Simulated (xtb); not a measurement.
xtb 6.7.1, GFN2-xTB: Cr(CO)3(py)3, 40 atoms. The geometry is a generated start, not checked to be a minimum at this level.

| Quantity | Result |
|---|---|
| run flags | --grad |
| method | GFN2-xTB |
| --acc | 1 (default) |
| --etemp (K) | 300 (default) |
| basis functions | 121 |
| valence electrons | 126 |

Charge 0 and multiplicity 1 are set for this test and not shown to be the ground state.

One run each on 1 thread. Values of broydamp tried: 0.02, 0.05, 0.1, 0.2, 0.4 (default), 0.6, 0.8, 1.

Question: Predict the course of the SCC iterations along this series.

Answer: Fewest SCC iterations, within one of each other: 0.2 with 20, 0.4 (default) with 20, 0.6 with 20. The count rises to 32 at 0.02. All converge to one solution.

```tsv
broydamp	SCC iterations	end
0.02	32	same solution
0.05	26	same solution
0.1	25	same solution
0.2	20	same solution
0.4 (default)	20	same solution
0.6	20	same solution
0.8	23	same solution
1	26	same solution
```
